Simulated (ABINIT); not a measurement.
Band structure of a sheet of Ta2N (3 atoms in the cell).

```
Ta2N
1.0
    2.90553     0.00000     0.00000
   -1.45277     2.51626     0.00000
    0.00000     0.00000    16.35107
N Ta
1 2
Direct
  0.00000   0.00000   0.50000
  0.33333   0.66667   0.57189
  0.66667   0.33333   0.42811
```

Method: PBE, PAW (JTH v2.0 PBE PAW) (plane waves; ABINIT).

Settings: pseudos = [N.GGA_PBE-JTH.xml, Ta.GGA_PBE-JTH.xml]; ecut = 26 Ha; pawecutdg = 52 Ha; pawxcdev = 0; occopt = 7; tsmear = 0.05 eV; ngkpt = 7 7 1; nshiftk = 1; shiftk = 0 0 0; potentials = JTH v2.0 PBE PAW; kptopt = 1; nstep = 100; tolvrs1 = 1e-08.

The starting cell was generated: these elements placed on a structure prototype, without a prior relaxation; it need not be a known phase or ordering of this composition. Its lattice was rescaled in the plane by a random factor within 2.5 % of one. Spin-orbit coupling is off. Spin polarisation is off; with an odd number of electrons in the cell that forces a metal, and a magnetic state may lie lower.

Levels in eV from the Fermi level, bands 12 to 19:
```json
[
 {"point": "Γ", "12": "-6.99", "13": "-2.94", "14": "-1.15", "15": "-1.04", "16": "-0.48", "17": "-0.48", "18": "1.46", "19": "1.90"},
 {"point": "M", "12": "-7.02", "13": "-4.52", "14": "-0.01", "15": "0.11", "16": "1.07", "17": "2.03", "18": "2.72", "19": "3.40"},
 {"point": "K", "12": "-6.93", "13": "-1.42", "14": "-1.32", "15": "-1.32", "16": "0.12", "17": "2.10", "18": "2.10", "19": "3.59"}
]
```

Bands cross the Fermi level along this path, so the cell is metallic at this level.
